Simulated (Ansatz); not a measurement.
Base system: ZnSiP2 in the chalcopyrite structure (space group I-42d, No. 122; a = 5.353 Å, c = 10.445 Å).

Method: PBEsol/PAW in Ansatz (an electronic-structure program), spin-orbit coupling left out.

Strains are applied to the cell and any free atomic positions relax.

One change was made to it. Results:

```csv
quantity,base,after
mean gap deformation potential ΔEg/Δln V,–,+2.3 eV
"valence-band top at Γ (three highest levels, from the VBM)","0.00, -0.12, -0.12 eV","0.00, -0.11, -0.11 eV"
energy relative to the base (free energy F),0 meV/atom,+40 meV/atom
```

Question: What was done to the base?
A) isotropic strain +0.75 %
B) isotropic strain +2.25 %
C) isotropic strain +3.00 %

Answer: C, isotropic strain +3.00 %. For comparison, the valence-band top at Γ in the other runs: isotropic strain +0.75 % gives 0.00, -0.12, -0.12 eV; isotropic strain +2.25 % gives 0.00, -0.12, -0.12 eV.

Whether these cells are dynamically stable was not tested.
